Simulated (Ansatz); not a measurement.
A working Ansatz (an electronic-structure program) input for SrEuInSbO6 (F-43m, 10 atoms in the cell) (DFT, LDA (PW92), plane waves, default PAW files made with PBE):

Ansatz 0.2 input:
```yaml
# SrEuInSbO6
crystal:
  lattice:
    - [0.000000, 4.162130, 4.162130]
    - [4.162130, 0.000000, 4.162130]
    - [4.162130, 4.162130, 0.000000]
  atoms:
    - { symbol: Sr, position: [0.750000, 0.750000, 0.750000] }
    - { symbol: Eu, position: [0.250000, 0.250000, 0.250000], spin: 7.0 }
    - { symbol: In, position: [0.000000, 0.000000, 0.000000] }
    - { symbol: Sb, position: [0.500000, 0.500000, 0.500000] }
    - { symbol: O, position: [0.741240, 0.258760, 0.258760] }
    - { symbol: O, position: [0.741240, 0.258760, 0.741240] }
    - { symbol: O, position: [0.258760, 0.741240, 0.741240] }
    - { symbol: O, position: [0.258760, 0.741240, 0.258760] }
    - { symbol: O, position: [0.741240, 0.741240, 0.258760] }
    - { symbol: O, position: [0.258760, 0.258760, 0.741240] }
kpoints:
  mp_grid: { grid: [7, 7, 7] }
hamiltonian:
  xc: lda
  pseudopotentials: { kind: paw }
magnetization:
  spin_polarized: true
scf:
  occupations: { method: methfessel_paxton, width: 0.01 Ry }
output:
  forces: true
  eigenvalues: true
  stress: true
```

The run converged in 20 iterations: free energy E − TS (on the zero of these files) -27140.6948 eV; Fermi level (on the code's own zero) 11.09 eV; pressure -11.84 GPa; largest force (vector length) 0.040 eV/Å; size of the cell's spin moment 6.80 μB. Each of these slips is then made, one at a time:

(1)
```diff
-    - { symbol: Eu, position: [0.250000, 0.250000, 0.250000], spin: 7.0 }
+    - { symbol: Eu, position: [0.250000, 0.250000, 0.250000] }
-magnetization:
-  spin_polarized: true
```

(2)
```diff
+  spin_orbit: true
```

Problem. What happens in each case?

Solution. 
(1) No spin polarisation for a cell with magnetic atoms. The run converged in 17 iterations without an error; against the sound input the free energy goes up by 723 meV/atom, the pressure goes from -11.84 to -11.20 GPa, the largest force goes from 0.040 to 0.063 eV/Å and the net moment of 0.68 μB/atom is absent without spin.

(2) Spin-orbit coupling without the non-collinear switch. The program stopped before any SCF iteration, with the message: Error: inconsistent input (magnetization.spin_orbit, magnetization.noncollinear): true requires noncollinear: true — spin–orbit coupling acts on 2-spinor wavefunctions; set both flags.

The starting cell comes from a database of computed structures (which also holds hypothetical and non-ambient phases and stackings), without a prior relaxation at this level. With one magnetic atom in the cell only a parallel order is possible. With U or open f shells several self-consistent states can exist. The f electrons are in the valence without U or exact exchange, which can misplace them near the Fermi level. Spin-orbit terms, which matter for f shells, are left out. In the base run, with a pressure of about -12 GPa the cell is away from its equilibrium volume at this level. Ansatz's pressure includes its estimate of the finite-basis (Pulay) stress.

Left out of this page: 3 runs of the series with a known weakness of the program.
